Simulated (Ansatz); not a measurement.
Li interstitial (ferroelectric LiNbO3 host)

All values below come from PBE, PAW (plane waves to 420 eV; Ansatz, a first-principles code). The supercell holds 120 host sites (2×2×1 repeats of the unit cell), with a 2×2×2 Γ-centred k-point sampling for the final energies. Site at the start: void with 2O nearest, no. 1. Charged cells carry a point-charge image correction with potential alignment at far atoms. Dielectric constants: PBE linear response of the host. Host gap at this level: 3.53 eV. A cell of this size leaves errors of a few tenths of an eV. Levels are measured in PBE's own, too narrow, gap. Spin–orbit coupling is left out. Each state is the lowest found from its start.

Formation energies E_f are given with the Fermi level at the valence-band maximum. Chemical conditions: Li-rich (Δμ(Li) = -1.11 eV, bounded by LiNbO2 (P6_3/mmc), Li2O (Fm-3m); only phases computed here count, gases as isolated molecules at 0 K); Nb-rich (Δμ(Li) = -1.95 eV, bounded by LiNbO2 (P6_3/mmc), Nb2O5 (C2/c); only phases computed here count, gases as isolated molecules at 0 K); O-rich (Δμ(Li) = -2.82 eV, bounded by Li2O2 (P6_3/mmc); only phases computed here count, gases as isolated molecules at 0 K). Reference phases: Li: bcc Li.

The name describes the start; the neighbours show where the added atom ended.

```csv
charge,moment (μB),point group,largest move off a lattice site (Å),neighbours of the added atom at the end (Å),image correction with alignment (eV),"E_f, Li-rich (eV)","E_f, Nb-rich (eV)","E_f, O-rich (eV)"
+1,not spin-polarised,C3,0.46,"O 2.06, O 2.06, O 2.06, Li 2.10, O 2.13, O 2.13, O 2.13",0.07,-2.59,-1.75,-0.88
0†,1.0,–,0.45,"O 2.09, O 2.09, O 2.09, O 2.09, O 2.09, O 2.09, Li 2.13",0.00,0.82,1.66,2.53
```

† Not settled in this cell, so no level is given: charge 0: a level filled in part, carriers not clearly localised.

Point groups are those of the whole cell at tolerances of 0.03 and 0.1 Å ("near" where only the looser one holds); none is given for unsettled states.

Flagged in the runs: a host whose relaxation on this sampling wasn't shown to rest, a strain field that reaches the edge of the cell.
